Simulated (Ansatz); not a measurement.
Seebeck coefficient (μV/K, mean over directions) of n-type monolayer SnO against carrier density, PBE, rigid bands (Ansatz, an electronic-structure program). Computed gap 3.03 eV; densities at which minority carriers matter at this gap, or further valleys turn the trend, are left out. Conductivity mass 0.93 mₑ (harmonic mean over directions), N_c = 5.0e13 cm⁻² at 300 K.

```csv
electron density,300 K,500 K
1.8e9 cm⁻²,-1058,-1113
1.8e10 cm⁻²,-859,(withheld)
1.8e11 cm⁻²,-661,-716
5.5e11 cm⁻²,-566,(withheld)
1.8e12 cm⁻²,-463,-518
5.5e12 cm⁻²,-368,-423
1.8e13 cm⁻²,-265,-320
5.5e13 cm⁻²,-174,-228
1.8e14 cm⁻²,(withheld),-136
```

Question: Fill in the missing entries.

Answer: 
- 1.8e10 cm⁻², 500 K: -914
- 5.5e11 cm⁻², 500 K: -621
- 1.8e14 cm⁻², 300 K: -89

Rigid bands with a gap fixed in temperature, one relaxation time for all states, no polarons or phonon drag, and whether or not such doping can be reached. Spin-orbit coupling is left out.
